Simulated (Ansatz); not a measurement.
The starting structures come from a database of crystals and need not be the phases stable at ambient conditions.

 Where the default PAW files enter, the runs use the earlier of Ansatz's two default sets.

By PBEsol, the system below comes out a metal.

The ballistic (Sharvin) conductance counts the channels at the Fermi level: G/A = (e²/h) × channels of both spins per area.

```
Mo2N
1.0
    2.93919     0.00000     0.00000
    1.46960     5.17221     0.00000
    1.46960     0.41756     2.51093
Mo N
2 1
Direct
  0.24289   0.27133   0.24289
  0.75711   0.72867   0.75711
  0.00000   0.00000   0.00000
```

Space group of this cell: R-3m. The cell is strained (all lengths scaled by 1.02); by PBEsol its mean pressure is -22.9 GPa.

The current flows along the normal of the first two printed cell vectors, the (101) plane of the conventional cell. No spin-orbit coupling; the value is a mean over 0.1 eV about the Fermi level.

Problem. Compute, with PBEsol (Ansatz, an electronic-structure program), the ballistic conductance per area.

Solution. 0.75 × 10¹⁵ S/m² for both spins.
